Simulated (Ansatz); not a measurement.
Cubic perovskite BaHfO₃, treated with LDA (Ansatz, a first-principles code, plane waves, PAW).

Numerical settings: plane-wave cutoff 520 eV, 6×6×6 k mesh, perturbation theory, scalar-relativistic PAW data made under PBE.

Computed at the level's own relaxed cell.

Space group Pm-3m (No. 221); a = b = c = 4.122 Å, α = β = γ = 90.00°

```json
[
 {"atom": "Ba", "site": "1a", "symmetry": "m-3m", "x": "0.0000", "y": "0.0000", "z": "0.0000"},
 {"atom": "Hf", "site": "1b", "symmetry": "m-3m", "x": "0.5000", "y": "0.5000", "z": "0.5000"},
 {"atom": "O", "site": "3c", "symmetry": "4/mm.m", "x": "0.0000", "y": "0.5000", "z": "0.5000"}
]
```

Harmonic phonon frequencies (cm⁻¹; i marks an imaginary mode; at Γ without the LO shift):

```csv
q point,frequencies
Γ,0 0 0 104 104 104 184 184 184 190 190 190 545 545 545
X,85 85 94 94 139 184 202 202 234 267 267 396 534 534 760
M,72 85 85 85 108 186 186 280 280 294 294 411 521 613 807
R,47i 47i 47i 105 105 105 224 224 224 368 368 368 603 603 835
```

Imaginary modes appear, so the structure is dynamically unstable at this level.

Note: the run finds an imaginary mode (47i cm⁻¹), so the cell is a saddle point at this level.
